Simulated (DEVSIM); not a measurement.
Structure: Mo/SiO2/p-InP capacitor, at 300 K.

```tsv
layer (left to right)	material	thickness (nm)	Na (cm⁻³)
1	SiO2	48.0	-
2	InP	19000	1.1e15
```

Metal gate on the left, work function 4.6 eV. Fixed charge at the semiconductor interface -2.2e11 cm⁻² (in units of +e); no interface traps.

Constants are typed, rounded textbook-type inputs, not results; the design itself was drawn at random and stands for no fabricated device. Values at 300 K; Nc and Nv go as T^1.5, mobilities as T to minus their exponent, the gap by Varshni's rule with the affinity fixed.

```tsv
parameter	SiO2	InP
gap (eV)	9	1.344
affinity (eV)	0.9	4.38
permittivity	3.9	12.5
Nc (cm⁻³)	-	5.7e17
Nv (cm⁻³)	-	1.1e19
Varshni α (eV/K)	-	0.000363
Varshni β (K)	-	162
```

Model (solved in DEVSIM): 1D Poisson equation in equilibrium, Boltzmann statistics, complete ionisation; no quantum confinement or tunnelling. Metal contacts follow the ideal Schottky-Mott rule: no Fermi-level pinning, no interface dipoles.

Base results: minimum of the low-frequency capacitance (μF/cm²) 0.00965; capacitance of the dielectric stack (μF/cm²) 0.0719.

Problem. What follows from this one change: SiO2 thickness 0.048 → 0.034 μm?

Solution. minimum of the low-frequency capacitance 0.00965 → 0.0101 μF/cm²; capacitance of the dielectric stack 0.0719 → 0.102 μF/cm².

Problem. What follows from this one change: interface trap density 0 → 2e+12 cm^-2 eV^-1?

Solution. minimum of the low-frequency capacitance 0.00965 → 0.0591 μF/cm²; capacitance of the dielectric stack little changed (0.0719 μF/cm²).
